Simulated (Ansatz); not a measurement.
Start from MgSe in the rock salt structure (space group Fm-3m, No. 225).

```yaml
crystal:
  lattice:
    - [0.00000, 2.73618, 2.73618]
    - [2.73618, 0.00000, 2.73618]
    - [2.73618, 2.73618, 0.00000]
  atoms:
    - { symbol: Mg, position: [0.00000, 0.00000, 0.00000] }
    - { symbol: Se, position: [0.50000, 0.50000, 0.50000] }
```

Cartesian axes are those of the cell as printed.

The values are results of r2SCAN (Ansatz, a quantum-chemistry and plane-wave program), no spin-orbit coupling, not measurements.

Strains are applied to the cell and any free atomic positions relax; under biaxial strain the out-of-plane vector relaxes too.

One change was made to it. Results:

The smallest direct gap rises by 0.09 eV to 3.53 eV; the band gap drops by 0.073 eV, from 2.48 eV to 2.40 eV.

Question: Which change produced these results?
A) biaxial strain −0.42 %, plane normal [111], relaxed out of plane
B) biaxial strain −0.83 %, plane normal [111], relaxed out of plane
C) biaxial strain −2.08 %, plane normal [111], relaxed out of plane

Answer: C, biaxial strain −2.08 %, plane normal [111], relaxed out of plane. For comparison, the band gap in the other runs: biaxial strain −0.42 %, plane normal [111], relaxed out of plane gives 2.47 eV; biaxial strain −0.83 %, plane normal [111], relaxed out of plane gives 2.45 eV.

Stability against distortions was not tested.
